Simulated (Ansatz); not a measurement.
Consider TiO2 in the rutile structure (space group P4_2/mnm, No. 136; a = 4.5912 Å, c = 2.9390 Å). Axes: x, y, z lie along a, b, c of the conventional cell.

Computed with Ansatz (a first-principles code), PBEsol, PAW, cutoff 420 eV, no spin-orbit coupling.

Base values:

The electron mass is 0.54 mₑ along c, 1.1 mₑ across (at Γ). The valence-band top at Γ is 0.00, -0.45, -0.45 eV.

The change: a pure shear with ε_xz = ε_zx = 0.0067; the atoms relax in the strained cell.

**Question.** Predict the new electron mass, energy relative to the base, stress and valence-band top at Γ.

**Answer.** The electron mass goes from 0.54 mₑ along c, 1.1 mₑ across (at Γ) to 0.54 mₑ along z, 1.1 mₑ across (at Γ); the energy grows by 0.7 meV/atom; the stress (xx, yy, zz, yz, xz, xy; compression positive) comes out as (0.02, 0.02, -0.01, 0.00, -1.61, 0.00) GPa; the valence-band top at Γ (three highest levels, from the VBM) is still 0.00, -0.45, -0.45 eV.

The levels and masses belong to the bands next to the band gap. Effective masses come from finite differences of ±0.01 Å⁻¹. Whether these cells are dynamically stable was not tested. The final runs are not spin-polarised.
